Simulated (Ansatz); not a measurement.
**Converging zone-centre phonons against the mesh: MgPd (Pm-3m, 2 atoms in the cell)**

```xyz
2
Lattice="3.1396 0.0000 0.0000 0.0000 3.1396 0.0000 0.0000 0.0000 3.1396" Properties=species:S:1:pos:R:3 pbc="T T T"
Mg     0.0000     0.0000     0.0000
Pd     1.5698     1.5698     1.5698
```

Method of the run: LDA (PW92), default PAW files made with PBE (plane waves; Ansatz, a first-principles code).

Base settings: basis.ecutwfc = 420 eV; kpoints.mp_grid.grid = 11 11 11; hamiltonian.xc = lda; hamiltonian.pseudopotentials = {kind: paw} (the program's default PAW files); scf.occupations.method = gaussian; scf.occupations.width = 0.1 eV.

In this ladder: phonons.method = dfpt.

Frequencies are those of the unrelaxed cell, without the LO-TO term of polar crystals.

Only quantities that move along the ladder and can be compared are tabulated.

The starting cell comes from a database of computed structures (which also holds hypothetical and non-ambient phases and stackings), without a prior relaxation at this level. Its lattice was rescaled by up to half a per cent. Spin polarisation is off. In the base run, with a pressure of about -4 GPa the cell is away from its equilibrium volume at this level.

Steps (kpoints.mp_grid.grid): 3 3 3; 4 4 4; 5 5 5; 7 7 7; 8 8 8; 10 10 10; 12 12 12; 15 15 15; 19 19 19; 24 24 24.

### Question
What is the coarsest kpoints.mp_grid.grid that holds the highest zone-centre frequency within 1 cm⁻¹ of the last step, with all finer ones?

### Answer
7 7 7; the step before is off by 1.3 cm⁻¹.

```tsv
kpoints.mp_grid.grid	highest zone-centre frequency (cm⁻¹)
3 3 3	231.7
4 4 4	243.7
5 5 5	237.3
7 7 7	238.1
8 8 8	238.9
10 10 10	238.9
12 12 12	239.0
15 15 15	238.4
19 19 19	238.8
24 24 24	238.6
```

Keys are those of Ansatz 0.2.
